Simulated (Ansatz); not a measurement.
Corundum Ga2O3 (metastable phase), treated with PBE-D4 (plane waves, PAW; Ansatz, an electronic-structure program).

Input:

Ansatz 0.2 input:
```yaml
crystal:
  lattice:
    - [4.724545799, -2.5103262858, -0.0050322139]
    - [4.724545799, 2.5103262858, -0.0050322139]
    - [3.3951257823, 0.0, 4.1347572255]
  atoms:
    - { symbol: Ga, position: [0.8560203712, 0.8560203712, 0.8560203712] }
    - { symbol: Ga, position: [0.3560203712, 0.3560203712, 0.3560203712] }
    - { symbol: Ga, position: [0.1439796288, 0.1439796288, 0.1439796288] }
    - { symbol: Ga, position: [0.6439796288, 0.6439796288, 0.6439796288] }
    - { symbol: O, position: [0.4467398746, 0.0532601254, 0.75] }
    - { symbol: O, position: [0.0532601254, 0.75, 0.4467398746] }
    - { symbol: O, position: [0.5532601254, 0.9467398746, 0.25] }
    - { symbol: O, position: [0.25, 0.5532601254, 0.9467398746] }
    - { symbol: O, position: [0.9467398746, 0.25, 0.5532601254] }
    - { symbol: O, position: [0.75, 0.4467398746, 0.0532601254] }
basis:
  ecutwfc: 520
  ecutrho_ratio: 4
  xc_grid: 2
kpoints:
  mp_grid: { grid: [8, 8, 8] }
  band_path:
    path:
      - [0.0, 0.0, 0.0]
      - [-0.083333, -0.083333, -0.083333]
      - [-0.166667, -0.166667, -0.166667]
      - [-0.25, -0.25, -0.25]
      - [-0.333333, -0.333333, -0.333333]
      - [-0.416667, -0.416667, -0.416667]
      - [-0.5, -0.5, -0.5]
      - [-0.5, -0.455987, -0.544013]
      - [-0.5, -0.411974, -0.588026]
      - [-0.5, -0.367961, -0.632039]
      - [-0.5, -0.323948, -0.676052]
      - [-0.5, -0.279935, -0.720065]
      - [-0.5, -0.235921, -0.764079]
      - [-0.235921, 0.235921, -0.5]
      - [-0.188737, 0.188737, -0.5]
      - [-0.141553, 0.141553, -0.5]
      - [-0.094369, 0.094369, -0.5]
      - [-0.047184, 0.047184, -0.5]
      - [0.0, 0.0, -0.5]
      - [0.0, 0.0, -0.428571]
      - [0.0, 0.0, -0.357143]
      - [0.0, 0.0, -0.285714]
      - [0.0, 0.0, -0.214286]
      - [0.0, 0.0, -0.142857]
      - [0.0, 0.0, -0.071429]
      - [0.0, 0.040885, -0.040885]
      - [0.0, 0.081769, -0.081769]
      - [0.0, 0.122654, -0.122654]
      - [0.0, 0.163538, -0.163538]
      - [0.0, 0.204423, -0.204423]
      - [0.0, 0.245307, -0.245307]
      - [0.0, 0.286192, -0.286192]
      - [0.0, 0.327076, -0.327076]
      - [0.0, 0.367961, -0.367961]
      - [-0.367961, 0.0, -0.632039]
      - [-0.43398, 0.0, -0.56602]
      - [-0.5, 0.0, -0.5]
      - [-0.4375, 0.0, -0.4375]
      - [-0.375, 0.0, -0.375]
      - [-0.3125, 0.0, -0.3125]
      - [-0.25, 0.0, -0.25]
      - [-0.1875, 0.0, -0.1875]
      - [-0.125, 0.0, -0.125]
      - [-0.0625, 0.0, -0.0625]
    npoints: 1
hamiltonian:
  xc: pbe
  dispersion: d4
  pseudopotentials: { kind: paw }
scf:
  occupations: { method: fermi_dirac, width: 0.01 }
  convergence: { dr2_threshold: 0.000000001 }
output:
  forces: true
  stress: true
  eigenvalues: true
  write_bands: true
```

From the output:

```
Crystal: 10 atoms, lattice volume = 98.163 Å³
Basis set: ecut = 520 eV, 2615 PW (Γ), exchange–correlation on 80×80×80 points (8 copies of the dense FFT grid, shifted against one another)
Bands: 54, of which v1, the nominal top of the filled ones, is band 44 counted from 1 (43 counted from 0)
Symmetry: 12 space group operations
Space group: R-3c (ITA 167), of the structure as read, at distance tolerance 4.6e-5 Å
k-points: 65 of 512
Functional: x = pbe(κ = 0.804, μ = 0.2195149727645171), c = pbe(β = 0.06672455060314922)
SCF iter   1: F=—  HF=-18543.108039 eV  |F-HF|=—  |Δ(HF+E_count)|=         —  Δρ=1.52e-3  dr2=4.05e-4
SCF iter   2: F=—  HF=-18543.108504 eV  |F-HF|=—  |Δ(HF+E_count)|=   4.65e-4  Δρ=8.89e-4  dr2=1.96e-4
  ...
SCF iter   8: F=—  HF=-18543.108950 eV  |F-HF|=—  |Δ(HF+E_count)|=   7.58e-9  Δρ=1.15e-6  dr2=1.37e-9
SCF iter   9: F=-18543.108950 eV  HF=-18543.108950 eV  |F-HF|=3.27e-11  |Δ(HF+E_count)|=  4.44e-10  Δρ=3.53e-7  dr2=9.13e-11
SCF 1 converged in 9 iterations: F = -18543.108950 eV  dr2 = 9.13e-11
SCF converged after 9 iterations
Free energy (F): -18543.108950 eV
Internal energy: -18543.108950 eV  (E = F + TS)
E sigma→0 (E₀):  -18543.108950 eV
Fermi energy:    10.295846 eV
--- Forces (eV/Å), atoms counted from 1 ---
  atom   1  Ga    -0.00020549    -0.00000000    -0.00006599
  atom   2  Ga    -0.00020549     0.00000000    -0.00006599
  atom   3  Ga     0.00020549     0.00000000     0.00006599
  atom   4  Ga     0.00020549    -0.00000000     0.00006599
  atom   5  O      0.00000000     0.00011248     0.00000000
  atom   6  O      0.00002978    -0.00005624    -0.00009275
  atom   7  O      0.00000000    -0.00011248    -0.00000000
  atom   8  O      0.00002978     0.00005624    -0.00009275
  atom   9  O     -0.00002978     0.00005624     0.00009275
  atom  10  O     -0.00002978    -0.00005624     0.00009275
--- Stress (GPa, compression-positive) ---
        0.000133       0.000000      -0.000350
        0.000000       0.001224       0.000000
       -0.000350       0.000000       0.001112
  P = ⅓ Tr σ = 0.0008 GPa (0.008 kbar)
```
